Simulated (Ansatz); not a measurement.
**BeSe (model structure, started from the BeO type, P4₂/mnm, No. 136, 8 atoms in the cell)**

The numbers are results of HSE06 in Ansatz (PAW), not measurements.

Settings: plane-wave cutoff 460 eV, 4×4×6 k mesh (along the axes of the cell as run), Fermi–Dirac smearing 0.01 eV, scalar-relativistic PAW data made under PBE.

Cell (relaxed with PBEsol):

```cif
data_Be4Se4
_chemical_formula_sum 'Be4 Se4'
_space_group_name_H-M_alt 'P42/mnm'
_space_group_IT_number 136
_space_group_name_Hall '-P 4n 2n'
_cell_length_a 6.22851
_cell_length_b 6.22851
_cell_length_c 3.64561
_cell_angle_alpha 90.000
_cell_angle_beta 90.000
_cell_angle_gamma 90.000
loop_
_atom_site_label
_atom_site_type_symbol
_atom_site_symmetry_multiplicity
_atom_site_Wyckoff_symbol
_atom_site_fract_x
_atom_site_fract_y
_atom_site_fract_z
_atom_site_occupancy
Be1 Be 4 g 0.16907 0.16907 0.50000 1
Se1 Se 4 f 0.30920 0.30920 0.00000 1
```

```json
{
 "band_gap": "3.69 eV (indirect)",
 "smallest_direct_gap_on_the_k_points_sampled": "4.27 eV"
}
```

Note: the relaxation could raise the start's symmetry but not lower it, so the cell can be a saddle point; cell and atoms aren't relaxed at this level (pressure 0.8 GPa).

Spin–orbit coupling is not included.

Static lattice: no zero-point or thermal effects.

The result took about 4 core-minutes (a rough figure).

A model structure was made by putting elements into a prototype or built by hand; it is no filed structure, need not be a known phase, and can be a saddle point held by its symmetry.

Ansatz is a program for electronic structure.
